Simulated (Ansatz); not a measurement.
NaF (model structure, started from the CsCl type, Pm-3m, No. 221, 2 atoms in the cell), treated with r²SCAN0 (Ansatz, a program for electronic structure, plane waves, PAW).

Run with plane-wave cutoff 520 eV, 8×8×8 k mesh, Fermi–Dirac smearing 0.01 eV, scalar-relativistic PAW data made under PBE.

Cell (relaxed with PBEsol):

```cif
data_FNa
_chemical_formula_sum 'Na1 F1'
_space_group_name_H-M_alt 'P 1'
_space_group_IT_number 1
_cell_length_a 2.81656
_cell_length_b 2.81656
_cell_length_c 2.81656
_cell_angle_alpha 90.000
_cell_angle_beta 90.000
_cell_angle_gamma 90.000
loop_
_space_group_symop_operation_xyz
  'x, y, z'
loop_
_atom_site_label
_atom_site_type_symbol
_atom_site_fract_x
_atom_site_fract_y
_atom_site_fract_z
_atom_site_occupancy
Na1 Na 0.00000 0.00000 0.00000 1
F1 F 0.50000 0.50000 0.50000 1
```

Give the computed band gap and smallest direct gap on the k points sampled.


band gap: 9.52 eV (on the SCF k mesh) (indirect)
smallest direct gap on the k points sampled: 9.86 eV

Note: the relaxation could raise the start's symmetry but not lower it, so the cell can be a saddle point; cell and atoms aren't relaxed at this level (pressure -2.6 GPa).

Computed values are for the static lattice.

A model structure was made by putting elements into a prototype or built by hand; it is no filed structure, need not be a known phase, and can be a saddle point held by its symmetry.
